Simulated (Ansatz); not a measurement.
Input and output of a self-consistent single point for Bi4Te3 (R-3m, 7 atoms in the cell) (Ansatz, a first-principles code).

Method: LDA (PW92), default PAW files made with PBE (plane waves; Ansatz).

```
Bi4Te3
1.0
    2.23551     1.29067    14.50555
   -2.23551     1.29067    14.50555
    0.00000    -2.58134    14.50555
Bi Te
4 3
Direct
  0.28692   0.28692   0.28692
  0.71308   0.71308   0.71308
  0.14779   0.14779   0.14779
  0.85221   0.85221   0.85221
  0.00000   0.00000   0.00000
  0.58136   0.58136   0.58136
  0.41864   0.41864   0.41864
```

Reference input (self-consistent single point, DFT, LDA (PW92), plane waves, default PAW files made with PBE): basis.ecutwfc = 420 eV; kpoints.mp_grid.grid = 6 6 6; hamiltonian.xc = lda; hamiltonian.pseudopotentials = {kind: paw} (the program's default PAW files); scf.occupations.method = cold; scf.occupations.width = 0.136 eV. This run's input differs from it in these lines:

Ansatz 0.2 input:
```diff
@@ -16,3 +16,3 @@
 kpoints:
-  mp_grid: { grid: [6, 6, 6] }
+  mp_grid: { grid: [14, 14, 14] }
 hamiltonian:
```

Output, abridged:

```
SCF iter   1: F=—  HF=-68825.948470 eV  |F-HF|=—  |Δ(HF+E_count)|=         —  Δρ=3.93e-3  dr2=4.65e-2  ethr=1.77e-3  ⟨swp⟩=8.9  Hψ=82402  notcnv=0
all-band conjugate gradients solve this SCF's bands
preconditioner: auto → Resta (q_TF=auto, 2.370 Å⁻¹)
SCF iter   2: F=—  HF=-68825.934878 eV  |F-HF|=—  |Δ(HF+E_count)|=   1.36e-2  S|Δr|=    0.00e0  Δρ=2.02e-3  dr2=8.07e-3  ethr=4.31e-5  ⟨swp⟩=1.9  Hψ=24835  notcnv=0
   [... lines left out ...]
SCF iter   7: F=—  HF=-68825.933013 eV  |F-HF|=—  |Δ(HF+E_count)|=   1.37e-6  S|Δr|=    0.00e0  Δρ=1.50e-5  dr2=7.84e-7  ethr=7.31e-9  ⟨swp⟩=2.0  Hψ=22002  notcnv=0
SCF iter   8: F=—  HF=-68825.933013 eV  |F-HF|=—  |Δ(HF+E_count)|=   2.17e-9  S|Δr|=    0.00e0  Δρ=5.27e-6  dr2=1.86e-7  ethr=7.26e-10  ⟨swp⟩=2.0  Hψ=33417  notcnv=0
SCF iter   9: F=-68825.933013 eV  HF=-68825.933013 eV  |F-HF|=9.12e-9  |Δ(HF+E_count)|=   5.03e-8  S|Δr|=    0.00e0  Δρ=1.23e-6  dr2=9.33e-9  ethr=9.26e-11  ⟨swp⟩=11.3  Hψ=90854  notcnv=0
SCF 1 converged in 9 iterations: F = -68825.933013 eV  dr2 = 9.33e-9
Stability not checked (fill_not_monotonic)
Free energy (F): -68825.933013 eV
Internal energy: -68825.936470 eV  (E = F + TS)
E sigma→0 (E₀):  -68825.934165 eV
Entropy (-TS):   0.003457 eV (0.494 meV/atom)
Fermi energy:    8.620180 eV
--- Forces (eV/Å), atoms counted from 1 ---
  atom   1  Bi     0.00000000    -0.00000000     0.04688422
  atom   2  Bi    -0.00000000     0.00000000    -0.04688422
  atom   3  Bi    -0.00000000    -0.00000000     0.03601830
  atom   4  Bi     0.00000000     0.00000000    -0.03601830
   [... lines left out ...]
  atom   7  Te     0.00000000     0.00000000    -0.01543443
--- Stress (GPa, compression-positive) ---
       -2.616463       0.000000       0.000000
        0.000000      -2.616463       0.000000
        0.000000       0.000000      -2.935861
  P = ⅓ Tr σ = -2.7229 GPa (-27.229 kbar)
  The stress holds the Pulay correction. Without it, at fixed plane waves, as pw.x and ABINIT print it: P = -2.7501 GPa
```

The run converged in 9 iterations. Against the reference run the free energy goes up by 2.5 meV/atom, the pressure moves little (-2.73 to -2.72 GPa) and the largest force goes from 0.041 to 0.047 eV/Å.

The starting cell comes from a database of computed structures (which also holds hypothetical and non-ambient phases and stackings), without a prior relaxation at this level. Ansatz's pressure includes its estimate of the finite-basis (Pulay) stress. A gap is left out here, as mesh or smearing make it unsure.

Cost on one core of a shared machine: roughly 3 min.
